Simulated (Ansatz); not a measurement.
Take As in the A7 type structure (space group R-3m, No. 166; a = 3.7611 Å, c = 10.7335 Å (hexagonal axes); layered) as the base. Axes: x lies along a and z along c of the hexagonal cell.

Method: r2SCAN+rVV10 (Ansatz, a quantum-chemistry and plane-wave program), scalar-relativistic without spin-orbit coupling.

Modification: an isotropic linear strain of −1.06 %; the atoms relax in the strained cell.

### Question
Predict the stress tensor and what it implies for the stiffness.

### Answer
Stress of the strained cell less that of the base (GPa, compression positive):
```
    2.4     0.0     0.0
    0.0     2.4     0.0
    0.0     0.0     1.0
```

Then B = −ΔP/(ΔV/V₀) with ΔV/V₀ = -0.0315 gives secant stiffness values (nonlinear terms included at this strain): B (at held cell shape, above the free-shape value) ≈ 62 GPa.

As a check, the harmonic strain energy −½ V₀ Δσ:ε is 4.2 meV/atom; the computed energy rise is 4.1 meV/atom.

Stability against distortions was not tested.
